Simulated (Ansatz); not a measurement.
**Pressure series in Cu2O**

Start from Cu2O (space group Pn-3m, No. 224; a = 4.298 Å).

Cell and atoms are relaxed at each pressure.

Calculations: PBE/PAW in Ansatz (a program for electronic structure), spin-orbit coupling left out.

```
pressure (GPa)  volume per atom (Å³/atom)
--------------  -------------------------
-2                                 13.485
-1                                 13.357
0                                  13.236
0.3                                13.201
1.5                                13.065
3                                  12.905
5                                       ?
7.5                                12.484
10                                 12.280
```

Problem. Fit the third-order Birch–Murnaghan form P(V) = (3B₀/2)[(V₀/V)^(7/3) − (V₀/V)^(5/3)]·[1 + (3/4)(B₀′ − 4)((V₀/V)^(2/3) − 1)] (squares taken in P) to the rows shown and predict the withheld row.

Solution. Least squares on the printed values gives V₀ = 13.236 Å³/atom, B₀ = 112 GPa, B₀′ = 4.7; this predicts 12.709 Å³/atom, and the run gives 12.708 Å³/atom, in agreement.

Measured bulk modulus of Cu2O: 105.7 GPa (0 K or low temperature; as listed in Leila H. N. Rimmer et al., Physical Review B (2014)); the computed value is 6 % above it.

Load acts through the strain it causes; cell and atoms are relaxed under it. No phonon test of stability was made. No other phases were tried under pressure. No Hubbard U is applied. All final runs are without spin polarisation.
